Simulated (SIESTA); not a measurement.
How far to go with shifted k-point meshes: ZrSc (P3m1, 2 atoms in the cell)

```xyz
2
Lattice="3.2993 0.0000 0.0000 -1.6496 2.8572 0.0000 0.0000 0.0000 5.1808" Properties=species:S:1:pos:R:3 pbc="T T T"
Zr     1.6496     0.9524     0.0500
Sc     0.0000     0.0000     2.5904
```

Computed with SIESTA 5.4.2 with LDA PW92, numerical atomic orbitals DZP, PseudoDojo LDA standard norm-conserving potentials (rewritten from UPF to PSML).

Base settings: XC.functional = LDA; XC.authors = PW92; potentials = PseudoDojo LDA standard; PAO.BasisSize = DZP; PAO.EnergyShift = 0.01 Ry; MeshCutoff = 400 Ry; kgrid.MonkhorstPack = 6 6 3; OccupationFunction = FD; ElectronicTemperature = 1160.45 K; MaxSCFIterations = 150.

Only quantities that move along the ladder and can be compared are tabulated.

Core times come from one kind of shared machine, to one figure; runs under 30 s give none.

The starting cell comes from a database of computed structures (which also holds hypothetical and non-ambient phases and stackings), without a prior relaxation at this level. Its lattice was rescaled by up to half a per cent. One atom was moved a little off its site on purpose. Values carry the incompleteness of an atom-centred basis. In the base run, with a pressure of about -9 GPa the cell is away from its equilibrium volume at this level. Without a gap this mesh is coarse (it stands for a supercell whose shortest vector is 16 Å).

Steps (kgrid.MonkhorstPack): 2 2 1 shifted by 0.5 0.5 0.5; 3 3 2 shifted by 0.5 0.5 0.5; 4 4 3 shifted by 0.5 0.5 0.5; 6 6 3 shifted by 0.5 0.5 0.5; 7 7 4 shifted by 0.5 0.5 0.5; 9 9 5 shifted by 0.5 0.5 0.5; 11 11 6 shifted by 0.5 0.5 0.5; 13 13 8 shifted by 0.5 0.5 0.5; 16 16 9 shifted by 0.5 0.5 0.5; 22 22 13 shifted by 0.5 0.5 0.5.

### Question
What is the coarsest kgrid.MonkhorstPack that holds the pressure within 0.05 GPa of the last step, with all finer ones?

### Answer
6 6 3 shifted by 0.5 0.5 0.5; the step before is off by 0.17 GPa.

### Question
What is the coarsest kgrid.MonkhorstPack that holds the free energy within 2 meV/atom of the last step, with all finer ones?

### Answer
7 7 4 shifted by 0.5 0.5 0.5; the step before is off by 5.2 meV/atom.

### Question
What is the coarsest kgrid.MonkhorstPack that holds the forces within 0.005 eV/Å of the last step, with all finer ones?

### Answer
9 9 5 shifted by 0.5 0.5 0.5; the step before is off by 0.009 eV/Å.

```tsv
kgrid.MonkhorstPack	free energy less the last step's (meV/atom)	pressure (GPa)	largest difference of a force vector from the last step's (eV/Å)	core time / last (rough)
2 2 1 shifted by 0.5 0.5 0.5	642.67	-0.76	0.924	–
3 3 2 shifted by 0.5 0.5 0.5	-24.72	-8.49	0.096	–
4 4 3 shifted by 0.5 0.5 0.5	2.32	-9.15	0.077	0.2
6 6 3 shifted by 0.5 0.5 0.5	5.18	-8.98	0.009	–
7 7 4 shifted by 0.5 0.5 0.5	-1.34	-8.98	0.009	–
9 9 5 shifted by 0.5 0.5 0.5	0.51	-8.96	0.004	–
11 11 6 shifted by 0.5 0.5 0.5	-0.34	-9.00	0.001	0.3
13 13 8 shifted by 0.5 0.5 0.5	-0.02	-8.98	0.000	0.3
16 16 9 shifted by 0.5 0.5 0.5	0.01	-8.98	0.000	0.5
22 22 13 shifted by 0.5 0.5 0.5	0.00	-8.98	0.000	1
```
